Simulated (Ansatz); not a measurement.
## hexagonal WC (1 0 0) on zinc-blende GaAs (0 0 1) (film strained to the substrate, started from cuts of the bulks and a machine-learned relaxation; slabs As6Ga5 and W8C8, which can lie off the formulas)

A periodic stack without vacuum, hexagonal WC (1 0 0) on zinc-blende GaAs (0 0 1) (film strained to the substrate, started from cuts of the bulks and a machine-learned relaxation; slabs As6Ga5 and W8C8, which can lie off the formulas): substrate slab As6Ga5, film W8C8, surface cells [[1, 0], [1, 1]] and [[-1, 1], [-1, -1]], film strained by -1.7 and +0.9 %, outermost planes As/As and C/W as cut, which need not be the usual terminations and can put a slab off its formula.

The start was prepared with a machine-learned potential, and the result is one local minimum, with the in-plane cell held and forces under 0.04 eV/Å; the film can end far from its bulk form.

These are PBE (plane waves to 420 eV, PAW; Ansatz, a quantum-chemistry and plane-wave program) values and carry that method's errors. Scalar-relativistic, without spin–orbit coupling; the runs are not spin-polarised. Its k-point mesh 8×8×1, Fermi–Dirac width 0.05 eV.

| Property | Value |
|---|---|
| interface area | 16.5 Å² |
| period | 26.89 Å |
| heights between the nearest atoms of the two slabs at the two interfaces | 1.42 and 1.72 Å |
| As–W contacts across the interfaces within 1.22 times the sum of covalent radii | 5, mean 2.77 Å |
| As–C contacts across the interfaces within 1.22 times the sum of covalent radii | 2, mean 1.97 Å |
| Ga–W contacts across the interfaces within 1.22 times the sum of covalent radii | 1, mean 3.30 Å |
| estimate of the barrier | withheld, since the two interfaces are unlike |
| slope of the mean potential energy in the substrate | -2.4 MV/cm × e |

```yaml
crystal:
  lattice:
    - [4.06277, 0.00000, 0.03861]
    - [0.00000, 4.06279, 0.00512]
    - [1.96276, 1.05217, 26.91506]
  atoms:
    - { symbol: As, position: [0.98288, 0.45809, 0.13786] }
    - { symbol: As, position: [0.54266, 0.98590, 0.02727] }
    - { symbol: As, position: [0.86514, 0.39958, 0.35235] }
    - { symbol: As, position: [0.42374, 0.92869, 0.24526] }
    - { symbol: As, position: [0.74936, 0.34131, 0.56771] }
    - { symbol: As, position: [0.30580, 0.87035, 0.45952] }
    - { symbol: Ga, position: [0.95309, 0.94375, 0.19159] }
    - { symbol: Ga, position: [0.51214, 0.47085, 0.08496] }
    - { symbol: Ga, position: [0.83521, 0.88533, 0.40554] }
    - { symbol: Ga, position: [0.39446, 0.41442, 0.29859] }
    - { symbol: Ga, position: [0.28478, 0.35596, 0.51272] }
    - { symbol: W, position: [0.50450, 0.30546, 0.68158] }
    - { symbol: W, position: [0.00627, 0.80582, 0.68066] }
    - { symbol: C, position: [0.63321, 0.65592, 0.62069] }
    - { symbol: C, position: [0.67768, 0.99904, 0.62056] }
    - { symbol: W, position: [0.70454, 0.53170, 0.77541] }
    - { symbol: W, position: [0.20220, 0.03274, 0.77545] }
    - { symbol: C, position: [0.48738, 0.79844, 0.71351] }
    - { symbol: C, position: [0.98705, 0.29728, 0.71207] }
    - { symbol: W, position: [0.90309, 0.75625, 0.86936] }
    - { symbol: W, position: [0.40049, 0.25808, 0.86974] }
    - { symbol: C, position: [0.68501, 0.02446, 0.80720] }
    - { symbol: C, position: [0.18723, 0.52333, 0.80704] }
    - { symbol: W, position: [0.07993, 0.97057, 0.96336] }
    - { symbol: W, position: [0.61168, 0.49845, 0.96243] }
    - { symbol: C, position: [0.88501, 0.25185, 0.90253] }
    - { symbol: C, position: [0.38088, 0.74638, 0.90254] }
```
